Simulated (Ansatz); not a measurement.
Start from Y in the hcp (Mg type) structure (space group P6_3/mmc, No. 194; a = 3.681 Å, c = 5.721 Å; relaxed with 0.1 eV smearing). Axes: x lies along a and z along c of the hexagonal cell.

Structures relaxed with Ansatz (a first-principles code), r2SCAN, PAW, cutoff 500 eV, no spin-orbit coupling, earlier PAW set.

Base:

Simulated powder pattern, Mo Kα, λ = 0.71073 Å (kinematic, ideal powder, no thermal factors, no anomalous dispersion; the 8 strongest lines at most, above 2 %, up to 2θ = 40°):

```json
[
 {"2θ (°)": "12.80", "I/Imax (%)": "23", "hkl": "(100)"},
 {"2θ (°)": "14.27", "I/Imax (%)": "24", "hkl": "(002)"},
 {"2θ (°)": "14.66", "I/Imax (%)": "100", "hkl": "(101)"},
 {"2θ (°)": "19.22", "I/Imax (%)": "16", "hkl": "(102)"},
 {"2θ (°)": "22.27", "I/Imax (%)": "22", "hkl": "(110)"},
 {"2θ (°)": "25.08", "I/Imax (%)": "23", "hkl": "(103)"},
 {"2θ (°)": "26.55", "I/Imax (%)": "26", "hkl": "(112)"},
 {"2θ (°)": "26.76", "I/Imax (%)": "19", "hkl": "(201)"}
]
```

Modification: biaxial strain −0.72 %, plane normal [001], relaxed out of plane (Cartesian); in-plane vectors clamped, the third vector and the atoms free.

Q: Predict the new powder pattern.

A: 
Simulated powder pattern, Mo Kα, λ = 0.71073 Å (kinematic, ideal powder, no thermal factors, no anomalous dispersion; the 8 strongest lines at most, above 2 %, up to 2θ = 40°):

```
2θ (°)  d (Å)  I/Imax (%)    hkl
------  -----  ----------  -----
12.89   3.165          23  (100)
14.22   2.872          24  (002)
14.73   2.772         100  (101)
19.24   2.127          17  (102)
22.43   1.827          21  (110)
25.06   1.638          23  (103)
26.66   1.542          26  (112)
26.94   1.526          19  (201)
```

The indices refer to the base's conventional cell; one index is shown for lines that coincide.

Stability against distortions was not tested. The final runs are not spin-polarised.
